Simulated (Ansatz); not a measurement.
**fluorite-type CoSi2 (0 0 1) on Si0.875Ge0.125, ordered (0 0 1), Sb on 1 of 2 substrate sites at each interface (film strained to the substrate, started from cuts of the bulks and a machine-learned relaxation)**

A periodic stack without vacuum, fluorite-type CoSi2 (0 0 1) on Si0.875Ge0.125, ordered (0 0 1), Sb on 1 of 2 substrate sites at each interface (film strained to the substrate, started from cuts of the bulks and a machine-learned relaxation): substrate slab Ge2Si18Sb2, film Co8Si16, surface cells [[0, 1], [-1, 0]] and [[0, -1], [2, 1]], film strained by +2.6 and +2.6 %, outermost planes Si/Si and Si/Co as cut, which need not be the usual terminations and can put a slab off its formula.

The start was prepared with a machine-learned potential, and the result is one local minimum, with the in-plane cell held and forces under 0.04 eV/Å; the film can end far from its bulk form.

Computed with PBE (plane waves to 420 eV, PAW; Ansatz, a program for electronic structure). No spin–orbit coupling; the runs are not spin-polarised. Its k-point mesh 5×5×1, Fermi–Dirac width 0.05 eV.

- interface area = 30.3 Å²
- period = 26.35 Å
- gaps between the outermost planes at the two interfaces = 2.18 and 1.05 Å
- Co–Si contacts across the interfaces within 1.22 times the sum of covalent radii = 4, mean 2.39 Å
- Co–Sb contacts across the interfaces within 1.22 times the sum of covalent radii = 2, mean 2.51 Å
- Sb–Si contacts across the interfaces within 1.22 times the sum of covalent radii = 2, mean 2.72 Å
- Si–Si contacts across the interfaces within 1.22 times the sum of covalent radii = 2, mean 2.42 Å

```xyz
46
Lattice="5.5003 0.0002 -0.0187 0.0000 5.5001 0.0788 -0.0856 2.2269 26.3895" Properties=species:S:1:pos:R:3 pbc="T T T"
Ge     0.5013     5.4360     4.6107
Si     3.2136     2.7289     4.6569
Sb     1.2712     4.7077     0.6980
Si     4.9495     1.0322     0.3635
Si     3.3719     5.6131     1.9057
Si     0.3523     2.5885     1.8748
Si     4.5516     4.0321     3.2236
Si     1.9230     1.4028     3.1990
Ge     0.4934     5.3659    10.2230
Si     3.2564     2.6431    10.0446
Si     1.8666     4.0563     6.0522
Si     4.6052     1.3186     5.9530
Si     3.2453     5.4296     7.3997
Si     0.4869     2.6548     7.3691
Si     4.6223     4.0247     8.7191
Si     1.8703     1.2726     8.7149
Si     1.9478     3.9087    11.5290
Si     4.5541     1.3033    11.4755
Si     3.1962     5.3929    12.8947
Si     0.5580     2.5253    12.8630
Sb     5.1671     4.4738    14.3558
Si     1.5337     0.8407    14.1820
Co     3.1338     2.3227    20.4505
Co     0.3791     5.0676    20.5199
Co     0.3749     2.3361    17.8137
Co     3.1025     5.1073    17.8456
Co     3.1553     2.2581    25.6953
Co     0.3774     4.9798    25.7442
Co     0.3891     2.2760    23.0894
Co     3.1405     5.0258    23.1030
Si     4.5194     3.7286    19.1985
Si     1.7410     6.4505    19.2381
Si     1.7355     3.7154    19.1786
Si     4.5028     6.4471    19.2076
Si     1.7505     3.7288    16.6020
Si     4.4699     6.5103    16.6329
Si     4.2415     3.4979    16.6390
Si     1.9519     6.7093    16.5797
Si     4.5022     3.6482    24.3621
Si     1.7824     6.3690    24.4122
Si     1.7743     3.6482    24.4250
Si     4.5044     6.3792    24.4542
Si     1.7551     3.6640    21.8075
Si     4.5084     6.4291    21.8374
Si     4.5168     3.6654    21.7744
Si     1.7596     6.4335    21.8195
```
